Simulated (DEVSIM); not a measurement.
Structure: abrupt CdTe n-p junction, at 350 K.

Layer 1 from the left is CdTe, thickness (μm) 7.60, Nd (cm⁻³) 2e16, τn (s) 4.9e-9, τp (s) 4.9e-9. Layer 2 from the left is CdTe, thickness (μm) 0.670, Na (cm⁻³) 5e16, τn (s) 4.9e-9, τp (s) 4.9e-9.

Left contact: ohmic. Right contact: ohmic. Voltage is applied to the left contact. Recombination: SRH at mid-gap. Mobility is constant in doping.

Constants are typed, rounded textbook-type inputs, not results; the design itself was drawn at random and stands for no fabricated device. Values at 300 K; Nc and Nv go as T^1.5, mobilities as T to minus their exponent, the gap by Varshni's rule with the affinity fixed.

CdTe: gap (eV) 1.5, affinity (eV) 4.28, permittivity 10.2, Nc (cm⁻³) 8e17, Nv (cm⁻³) 1.8e19, μn (cm²/Vs) 1000, μp (cm²/Vs) 80, T exponent of μn 1.7, T exponent of μp 1.5, Varshni α (eV/K) 0.00031, Varshni β (K) 108.

Model (solved in DEVSIM): 1D drift-diffusion, Boltzmann statistics, complete ionisation; no tunnelling, impact ionisation, image-force lowering or self-heating.

Dark forward current:

```csv
|V| (V),|J| (A/cm²)
0.05,3.620e-9
0.10,1.143e-8
0.15,2.943e-8
0.20,7.169e-8
0.25,1.715e-7
0.30,4.078e-7
0.35,9.692e-7
0.40,2.308e-6
0.45,5.520e-6
0.50,1.331e-5
0.55,3.252e-5
0.60,8.151e-5
0.65,0.0002137
0.70,0.0006054
0.75,0.001923
0.80,0.007011
0.85,0.02912
0.90,0.1331
0.95,0.6426
1.00,3.137
1.05,14.22
1.10,50.21
1.15,123.5
1.20,228.9
1.25,357.7
1.30,504.3
```

**Question.** Work out the local ideality factor n = ΔV / (kT/q · ln(J2/J1)) between the rows 0.15 and 0.20 V, 0.95 and 1.00 V, 1.25 and 1.30 V.

**Answer.** kT/q = 30.16 mV. From 0.15 to 0.20 V: ln(7.169e-8/2.943e-8) = 0.890, n = 1.86, near the 2 of recombination in the depletion region. From 0.95 to 1.00 V: ln(3.137/0.6426) = 1.585, n = 1.05, near the 1 of diffusion or emission over a barrier. From 1.25 to 1.30 V: ln(504.3/357.7) = 0.343, n = 4.83.

**Question.** Estimate the current at 0.95 V from the Shockley equation with J0 = Σ q ni² D/(N L) coth(W/L), τ joining the SRH, radiative and Auger lifetimes that are on, and W taken as the whole layer.

**Answer.** ni² = 9.31e15 cm⁻⁶; holes in the n layer: μ = 63.5 cm²/Vs, D = 1.91 cm²/s, τ = 4.90e-9 s, L = 0.969 μm, W/L = 7.8, term 1.47e-15 A/cm²; electrons in the p layer: μ = 769 cm²/Vs, D = 23.2 cm²/s, τ = 4.90e-9 s, L = 3.37 μm, W/L = 0.20, term 1.05e-14 A/cm². J0 = 1.19e-14 A/cm², and J = J0 exp(qV/kT) = 0.571 A/cm². The simulation gives 0.643 A/cm²; the estimate lies 11 % below. The estimate leaves out recombination in the depletion region and that region's share of W.
